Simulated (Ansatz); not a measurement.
Given:

End structure of Ti on the 1x1 (110) surface of bcc Ta, one in a 2x2 cell, started at the site 'bridge Ta-Ta (span 3.3 Å)':

```
CELL_PARAMETERS angstrom
      5.74873     0.00000     0.00000
     -1.91624     5.41995     0.00000
      0.00000     0.00000    26.50000
ATOMIC_POSITIONS crystal
  Ta 0.25000 0.25000 0.37115
  Ta 0.25000 0.75000 0.37115
  Ta 0.75000 0.25000 0.37115
  Ta 0.75000 0.75000 0.37115
  Ta 0.00000 0.00000 0.45545
  Ta 0.00000 0.50000 0.45545
  Ta 0.50000 0.00000 0.45545
  Ta 0.50000 0.50000 0.45545
  Ta 0.25000 0.25000 0.54259
  Ta 0.25000 0.75000 0.54543
  Ta 0.75000 0.25000 0.54543
  Ta 0.75000 0.75000 0.54372
  Ta 0.98951 0.98951 0.62850
  Ta 0.00804 0.49196 0.63383
  Ta 0.49196 0.00804 0.63383
  Ta 0.51049 0.51049 0.62850
  Ti 0.25000 0.25000 0.70233
```

Slab: 17 atoms, 6.8 Å thick at the start under the adsorbate (thin: gaps and levels are the slab's own); k 5x5x1, smearing 0.1 eV, dipole-corrected; 8 atoms held, the rest relaxed; symmetry of the start imposed; spin-polarised, no spin-orbit, no U, no dispersion correction. At the end it is bonded to 4 Ta. In PBE it is, or lies within 0.03 eV of, the lowest of the starts that converged.

A negative adsorption energy means that the adsorbate is more stable on the surface than in its reference.

### Question
What is the computed work function of the top face (PBE run with Ansatz, a first-principles code)?

### Answer
3.13 eV

### Question
What adsorption energy against an atom of hcp Ti does PBE give?

### Answer
0.63 eV

### Question
Estimate the change of the work function that PBE returns for this input.

### Answer
-1.64 eV

### Question
Give the change of the step from the bottom to the top vacuum level, against the clean slab at the level PBE.

### Answer
-1.58 eV
